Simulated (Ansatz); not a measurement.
The (21-31) surface of hcp Lu in its 1x1 cell, outermost plane spacing 0.19 Å in the ideal cut

Computed with r2SCAN, at the PBE geometry (plane waves to 500 eV, PAW; Ansatz, a program for electronic structure).

Model: 20-atom slab, 10.3 Å thick at the start (thin: gaps and levels are the slab's own), 6x5x1 mesh, Fermi-Dirac 0.1 eV, dipole correction, single point; on the structure that PBE left under its start's symmetry; no spin, no spin-orbit, no U.

```yaml
surface energy (mean of both faces): 1.31 J/m^2
work_function_of_the_top_face: 3.06 eV
cost: very roughly 28 core-minutes
```
